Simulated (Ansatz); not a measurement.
Ansatz (an electronic-structure program) run on CdF2 (Fm-3m, 3 atoms in the cell): self-consistent single point.

Method of the run: PBE (plane waves, PAW; Ansatz).

```
CdF2
1.0
    0.00000     2.69188     2.69188
    2.69188     0.00000     2.69188
    2.69188     2.69188     0.00000
Cd F
1 2
Cartesian
  0.00000   0.00000   0.00000
  1.34594   1.34594   1.34594
  4.03782   4.03782   4.03782
```

Reference input (self-consistent single point, DFT, PBE, plane waves, default PAW files): basis.ecutwfc = 420 eV; kpoints.mp_grid.grid = 7 7 7; hamiltonian.xc = pbe; hamiltonian.pseudopotentials = {kind: paw} (the program's default PAW files); scf.occupations.method = fixed. This run's input differs from it in these lines:

Ansatz 0.2 input:
```diff
@@ -13,3 +13,3 @@
 kpoints:
-  mp_grid: { grid: [7, 7, 7] }
+  mp_grid: { grid: [6, 6, 6] }
 hamiltonian:
```

Log, with long lists cut:

```
SCF iter   1: F=—  HF=-9872.130830 eV  |F-HF|=—  |Δ(HF+E_count)|=         —  Δρ=5.55e-4  dr2=1.89e-5  ethr=1.77e-3  ⟨swp⟩=4.3  Hψ=1207  notcnv=0  defer=25
all-band conjugate gradients solve this SCF's bands
preconditioner: auto → none
SCF iter   2: F=—  HF=-9872.131845 eV  |F-HF|=—  |Δ(HF+E_count)|=   1.02e-3  Δρ=3.00e-4  dr2=1.43e-5  ethr=5.56e-8  ⟨swp⟩=3.0  Hψ=925  notcnv=0  defer=30
SCF iter   3: F=—  HF=-9872.131902 eV  |F-HF|=—  |Δ(HF+E_count)|=   5.69e-5  Δρ=1.70e-4  dr2=1.50e-6  ethr=4.20e-8  ⟨swp⟩=2.0  Hψ=530  notcnv=0  defer=30
SCF iter   4: F=—  HF=-9872.131939 eV  |F-HF|=—  |Δ(HF+E_count)|=   3.73e-5  Δρ=6.42e-5  dr2=3.85e-7  ethr=4.42e-9  ⟨swp⟩=2.0  Hψ=556  notcnv=0  defer=30
iter 5 did not close the SCF: its close was put off for the readings that it lacked (scf_convergence_deferred on its scf_iter line)
SCF iter   5: F=-9872.131943 eV  HF=-9872.131943 eV  |F-HF|=2.20e-8  |Δ(HF+E_count)|=   4.08e-6  Δρ=1.93e-5  dr2=8.82e-8  ethr=1.13e-9  ⟨swp⟩=2.0  Hψ=544  notcnv=0  defer=31
SCF iter   6: F=-9872.131943 eV  HF=-9872.131943 eV  |F-HF|=2.28e-9  |Δ(HF+E_count)|=   7.30e-8  Δρ=6.11e-6  dr2=9.07e-9  ethr=2.59e-10  ⟨swp⟩=5.1  Hψ=1436  notcnv=0
SCF 1 converged in 6 iterations: F = -9872.131943 eV  dr2 = 9.07e-9
Free energy (F): -9872.131943 eV
Internal energy: -9872.131943 eV  (E = F + TS)
E sigma→0 (E₀):  -9872.131943 eV
Fermi energy:    6.459977 eV
--- Forces (eV/Å), atoms counted from 1 ---
  atom   1  Cd    -0.00000000     0.00000000     0.00000000
   [... zero for the other atoms too ...]
--- Stress (GPa, compression-positive) ---
        5.735787       0.000000      -0.000000
        0.000000       5.735787       0.000000
        0.000000      -0.000000       5.735787
  P = ⅓ Tr σ = 5.7358 GPa (57.358 kbar)
  The stress holds the Pulay correction. Without it, at fixed plane waves, as pw.x and ABINIT print it: P = 5.0475 GPa
```

The run converged in 6 iterations. Against the reference run the free energy hardly moves (within 1 meV/atom), the pressure stays at 5.74 GPa and the gap on the mesh goes from 3.168 to 3.129 eV.

The starting cell comes from a database of computed structures (which also holds hypothetical and non-ambient phases and stackings), without a prior relaxation at this level. Its lattice was rescaled by a random factor within 2.5 % of one. With a pressure of about 6 GPa the cell is away from its equilibrium volume at this level. Ansatz's pressure includes its estimate of the finite-basis (Pulay) stress. Without the estimate this run gives 5.05 GPa.
